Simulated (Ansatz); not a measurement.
## Hypothetical diamond V: pressure series

Base system: V in the diamond structure (space group Fd-3m, No. 227; ferromagnetic; a hypothetical phase, not in the database extracts checked).

```
CELL_PARAMETERS angstrom
      0.00000     2.73370     2.73370
      2.73370     0.00000     2.73370
      2.73370     2.73370     0.00000
ATOMIC_POSITIONS crystal
  V  0.75000 0.75000 0.75000
  V  0.50000 0.50000 0.50000
```

Cell and atoms are relaxed at each pressure.

Computed with Kohn–Sham DFT with the PBE functional, run in Ansatz (a quantum-chemistry and plane-wave program) with PAW and 420 eV plane waves, no spin-orbit coupling.

Notes on the quantities. enthalpy: H = E + PV relative to the base's energy.

```
case                   enthalpy  volume per atom
----------------  -------------  ---------------
base                          –         20.43 Å³
pressure −2 GPa   -0.26 eV/atom         21.16 Å³
pressure −1 GPa   -0.13 eV/atom              ___
pressure 0.3 GPa  +0.04 eV/atom         20.33 Å³
pressure 0.7 GPa  +0.09 eV/atom         20.19 Å³
pressure 1.5 GPa  +0.19 eV/atom              ___
pressure 3 GPa    +0.37 eV/atom         19.50 Å³
pressure 5 GPa    +0.61 eV/atom              ___
pressure 7.5 GPa  +0.91 eV/atom         18.37 Å³
pressure 10 GPa   +1.19 eV/atom         17.81 Å³
```

Problem. Fill in the withheld entries from the trend.

Solution. 
- pressure −1 GPa, volume per atom: 20.78 Å³
- pressure 1.5 GPa, volume per atom: 19.94 Å³
- pressure 5 GPa, volume per atom: 18.97 Å³

Other magnetic orders, which the real material may have, were not ruled out. Load acts through the strain it causes; cell and atoms are relaxed under it. Stability against distortions was not tested. No other phases were tried under pressure.
